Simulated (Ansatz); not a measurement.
Structure of amorphous In$_{9}$Ga$_{9}$Zn$_{9}$O$_{38}$Hf (periodic cell):

```xyz
66
Lattice="9.6134 -0.0897 -0.0732 -0.0897 9.3079 0.0901 -0.0732 0.0901 9.3124" Properties=species:S:1:pos:R:3 pbc="T T T"
In     0.7272     5.2770     4.1700
In     7.3984     8.1269     0.2985
In     3.9786     8.3531     8.8651
In     3.4643     1.5729     6.6832
In     5.1834     5.0250     7.9750
In     7.0778     0.4953     6.4484
In     0.3672     0.8028     8.2957
In     0.8232     8.8421     5.0986
In     4.5602     0.3330     2.6223
Ga     0.5744     9.2118     2.1073
Ga     2.0370     6.4622     6.6173
Ga     3.5195     5.1495     1.4748
Ga     2.8773     7.2236     3.2582
Ga     7.0757     2.2776     3.5859
Ga     8.2910     4.1289     8.2111
Ga     1.7302     4.2184     8.0226
Ga     8.2458     6.9362     6.6369
Ga     7.2860     8.2131     3.5957
Zn     2.4791     2.2596     3.4878
Zn     6.6101     1.8429     0.2976
Zn     1.0079     6.4963     0.7567
Zn     0.1489     2.7243     5.6331
Zn     4.8163     7.4393     5.6649
Zn     2.8369     2.1572     0.4228
Zn     0.0901     3.2138     1.7048
Zn     4.2308     4.2035     4.6231
Zn     7.0179     4.6601     5.1630
O      8.9725     9.1020     3.4752
O      7.1589     7.0591     2.1242
O      8.2569     5.0236     6.6050
O      3.4452     3.3318     7.9887
O      0.1768     3.0767     7.8337
O      1.0503     6.8209     2.7517
O      8.7110     4.7446     0.6434
O      2.0730     4.1486     0.7499
O      3.9215     2.2831     4.8169
O      5.2863     4.9989     0.8958
O      1.3881     1.2721     6.0991
O      6.0125     3.8552     3.5282
O      6.4311     0.5624     3.5302
O      8.9378     8.7937     6.7905
O      6.5615     3.4175     8.3055
O      0.2546     6.8607     5.6088
O     -0.0047     8.2836     0.5717
O      7.7486     0.8053     8.5263
O      6.9634     6.8468     8.1131
O      0.7576     3.1558     3.6641
O      1.0957     6.0177     8.2050
O      1.9356     4.6501     5.9979
O      7.8101     2.2195     5.3364
O      5.5808     0.0217     0.6626
O      4.6477     7.7733     3.5866
O      2.7045     7.6491     5.3244
O      2.1247     9.3120     3.1975
O      3.1546     7.0503     1.1556
O      2.6247     0.5906     8.4875
O      8.2805     5.0272     3.6324
O      3.8421     2.1517     2.0280
O      5.2811     5.3173     5.8619
O      0.8350     1.5312     1.0108
O      3.1550     5.2305     3.3242
O      7.6390     2.6950     1.8382
O      6.9387     7.7517     5.3779
O      3.8119     6.6980     7.6012
O      5.0318     0.0532     6.8258
Hf     7.1207     4.9217     1.9938
```

The numbers are results of PBE, scalar-relativistic without spin-orbit coupling (plane waves to 420 eV, PAW; Ansatz, a first-principles code), not measurements.

It comes from a melt-quench run on a machine-learned potential (CHGNet), relaxed afterwards by DFT. O atoms were pushed apart under 1.9 Å during the dynamics, to hinder bonds among them. The hot cell started wider than the set density and was brought back towards it in steps. It is the lowest in DFT energy of 2 quenches. It is a model cell: composition and starting density were chosen by hand, and all elements were melted together. No dispersion term was used. Its density started from a set value of 6.05 and ended at 6.05 g/cm³. The quench (nominally 320 K/ps over its main leg) was far faster than any real one, so the model tends to hold more defects than a real film. Values belong to this one cell and scatter from quench to quench. The volume was held where the preparation left it and the shape relaxed, at a PBE pressure of -0.5 GPa (tension). Stress components on the final sampling reach 0.5 GPa.

Cut-offs for bonds: In-In 3.12 Å, In-Ga 2.90 Å, In-Zn 2.90 Å, In-O 2.72 Å, In-Hf 3.23 Å, Ga-Ga 2.68 Å, Ga-Zn 2.68 Å, Ga-O 2.34 Å, Ga-Hf 3.01 Å, Zn-Zn 2.68 Å, Zn-O 2.44 Å, Zn-Hf 3.01 Å, O-O 1.58 Å, O-Hf 2.65 Å, Hf-Hf 3.34 Å. Two cations that share two anions don't count as bonded, nor two that share one unless they lie closer than In-In 3.04 Å, In-Ga 2.82 Å, In-Zn 2.82 Å, In-Hf 3.15 Å, Ga-Ga 2.61 Å, Ga-Zn 2.61 Å, Ga-Hf 2.93 Å, Zn-Zn 2.61 Å, Zn-Hf 2.93 Å, Hf-Hf 3.25 Å.

Problem. Give the coordination numbers, mean bond lengths and angles.

Solution. 
- Mean coordination of In by anions: 5.56 (5 with 5, 3 with 6, 1 with 7)
- Mean coordination of Ga by anions: 4.56 (5 with 4, 3 with 5, 1 with 6)
- Mean coordination of Zn by anions: 4.44 (6 with 4, 2 with 5, 1 with 6)
- Mean coordination of O: 3.61 (16 with 3, 21 with 4, 1 with 5)
- Mean coordination of Hf by anions: 6.00 (1 with 6)
- Mean In-O bond: 2.222 Å (spread 0.121 Å, 50 counted)
- Mean Ga-O bond: 1.944 Å (spread 0.085 Å, 41 counted)
- Mean Zn-O bond: 2.083 Å (spread 0.119 Å, 40 counted)
- Mean O-Hf bond: 2.142 Å (spread 0.085 Å, 6 counted)
- Bond angle at In: mean 104.7°, spread 28.0°
- Bond angle at Ga: mean 107.8°, spread 24.1°
- Bond angle at Zn: mean 106.5°, spread 24.0°
- Bond angle at O: mean 109.7°, spread 15.3°
- Bond angle at Hf: mean 103.5°, spread 28.7°

Problem. List the pairs of like atoms that count as bonded by the rules above.

Solution. There are none by these rules.
